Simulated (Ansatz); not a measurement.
## Effective masses and thermopower of InP under load (space group F-43m)

```
CELL_PARAMETERS angstrom
      0.00000     2.95435     2.95435
      2.95435     0.00000     2.95435
      2.95435     2.95435     0.00000
ATOMIC_POSITIONS crystal
  In 0.00000 0.00000 0.00000
  P  0.25000 0.25000 0.25000
```

Method: PBE with spin-orbit coupling, rigid bands (plane waves, PAW; Ansatz, an electronic-structure program). Condition of this run: hydrostatic pressure of -1 GPa (compression positive) (the target of the relaxation). Cell: cell and atoms relaxed with PBEsol, then loaded as said.

```yaml
band_gap: 0.56 eV
electron conductivity mass (300 K, dilute): 0.058 mₑ
hole conductivity mass (300 K, dilute): 0.58 mₑ
effective density of states N_c (300 K): 3.2e17 cm⁻³
effective density of states N_v (300 K): 2.4e19 cm⁻³
density_of_states_mass_electrons: 0.054 mₑ
density_of_states_mass_holes: 0.97 mₑ
Seebeck coefficient, n-type 1e19 cm⁻³, 300 K: -44 μV/K
Seebeck coefficient, p-type 1e19 cm⁻³, 300 K: 322 μV/K
best p-type power factor at 300 K for τ = 10 fs (best axis; densities from 1e16 to 1e21 cm⁻³ tried, whether or not they can be reached): 13.7 μW/(cm·K²) at 3e20 cm⁻³
```

Rigid bands; masses and Seebeck coefficients take one relaxation time τ for all states and one kind of carrier; polarons and phonon drag are left out. Geometry: cell and atoms relaxed with PBEsol.
